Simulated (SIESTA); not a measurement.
**Parameter sweep on CsGaH₄ (Pnma, 24 atoms in the cell)**

```yaml
crystal:
  lattice:
    - [10.40235, 0.00000, 0.00000]
    - [0.00000, 6.22819, 0.00000]
    - [0.00000, 0.00000, 8.27556]
  atoms:
    - { symbol: Cs, position: [0.68456, 0.25000, 0.83572] }
    - { symbol: Cs, position: [0.31544, 0.75000, 0.16428] }
    - { symbol: Cs, position: [0.81544, 0.75000, 0.33572] }
    - { symbol: Cs, position: [0.18456, 0.25000, 0.66428] }
    - { symbol: Ga, position: [0.06000, 0.25000, 0.19632] }
    - { symbol: Ga, position: [0.94000, 0.75000, 0.80368] }
    - { symbol: Ga, position: [0.44000, 0.75000, 0.69632] }
    - { symbol: Ga, position: [0.56000, 0.25000, 0.30368] }
    - { symbol: H, position: [0.91640, 0.25000, 0.12068] }
    - { symbol: H, position: [0.08360, 0.75000, 0.87932] }
    - { symbol: H, position: [0.58360, 0.75000, 0.62068] }
    - { symbol: H, position: [0.41640, 0.25000, 0.37932] }
    - { symbol: H, position: [0.17130, 0.25000, 0.05823] }
    - { symbol: H, position: [0.82870, 0.75000, 0.94177] }
    - { symbol: H, position: [0.32870, 0.75000, 0.55823] }
    - { symbol: H, position: [0.67130, 0.25000, 0.44177] }
    - { symbol: H, position: [0.92070, 0.96189, 0.68888] }
    - { symbol: H, position: [0.07930, 0.03811, 0.31112] }
    - { symbol: H, position: [0.57930, 0.03811, 0.18888] }
    - { symbol: H, position: [0.42070, 0.96189, 0.81112] }
    - { symbol: H, position: [0.42070, 0.53811, 0.81112] }
    - { symbol: H, position: [0.57930, 0.46189, 0.18888] }
    - { symbol: H, position: [0.07930, 0.46189, 0.31112] }
    - { symbol: H, position: [0.92070, 0.53811, 0.68888] }
```

Base run A: LDA PW92, numerical atomic orbitals DZP, PseudoDojo LDA standard norm-conserving potentials (rewritten from UPF to PSML) (SIESTA), self-consistent single point.

Its settings: XC.functional = LDA; XC.authors = PW92; potentials = PseudoDojo LDA standard; PAO.BasisSize = DZP; PAO.EnergyShift = 0.005 Ry; MeshCutoff = 400 Ry; kgrid.MonkhorstPack = 3 5 4; OccupationFunction = MP; OccupationMPOrder = 0; ElectronicTemperature = 116.05 K; MaxSCFIterations = 150; SCF.Mixer.Method = Pulay; SCF.Mixer.Weight = 0.1; SCF.Mixer.History = 6; SCF.DM.Tolerance = 1.0E-05.

The starting cell comes from a database of computed structures (which also holds hypothetical and non-ambient phases and stackings), without a prior relaxation at this level. Its lattice was rescaled by a random factor within 2.5 % of one. Values carry the incompleteness of an atom-centred basis. The basis of the alkali or alkaline-earth atoms may lack their empty d shell, which can raise the gap.

```
run                    change  pressure (GPa)  largest force (eV/Å)  gap on the mesh (eV)  basis size
---  ------------------------  --------------  --------------------  --------------------  ----------
A                        base           -2.50                 0.297                 4.184         188
B     PAO.BasisSize: DZP → SZ           -0.94                 0.657                 5.014          72
C    PAO.BasisSize: DZP → SZP           -2.73                 0.104                 4.294         152
D     PAO.BasisSize: DZP → DZ           -2.40                 0.254                 4.411         108
E    PAO.BasisSize: DZP → TZP           -2.48                 0.282                 4.176         224
```

Run D against A: The pressure hardly changes (-2.50 to -2.40 GPa), the largest force goes from 0.297 to 0.254 eV/Å and the gap on the mesh goes from 4.184 to 4.411 eV.

Run B against A: The pressure goes from -2.50 to -0.94 GPa, the largest force goes from 0.297 to 0.657 eV/Å and the gap on the mesh goes from 4.184 to 5.014 eV.

Left out of this page: 1 run of the series failed or unconverged.
